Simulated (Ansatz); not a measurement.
The starting structures come from a database of crystals and need not be the phases stable at ambient conditions.

 Where the default PAW files enter, the runs use the earlier of Ansatz's two default sets.

By PBEsol, the system below comes out a metal.

```yaml
crystal:
  lattice:
    - [6.36918, 0.00000, 0.00000]
    - [-3.18459, 5.51587, 0.00000]
    - [3.18459, 1.83862, 2.60021]
  atoms:
    - { symbol: Si, position: [0.19366, 0.84683, 0.15317] }
    - { symbol: Si, position: [0.30634, 0.15317, 0.54049] }
    - { symbol: Si, position: [0.50000, 0.65317, 0.15317] }
    - { symbol: Si, position: [0.00000, 0.34683, 0.15317] }
    - { symbol: Ni, position: [0.79900, 0.14950, 0.85050] }
    - { symbol: Ni, position: [0.70100, 0.85050, 0.44850] }
    - { symbol: Ni, position: [0.50000, 0.35050, 0.85050] }
    - { symbol: Ni, position: [0.00000, 0.64950, 0.85050] }
```

Space group of this cell: P2_13. The cell is taken as given; by PBEsol its mean pressure is -4.6 GPa.

The current flows along the normal of the first two printed cell vectors, the (111) plane of the conventional cell. No spin-orbit coupling; the value is a mean over 0.1 eV about the Fermi level.

Question: Compute, with PBEsol run with Ansatz (a program for electronic structure), the ballistic conductance per area.

Answer: 0.34 × 10¹⁵ S/m² for both spins.
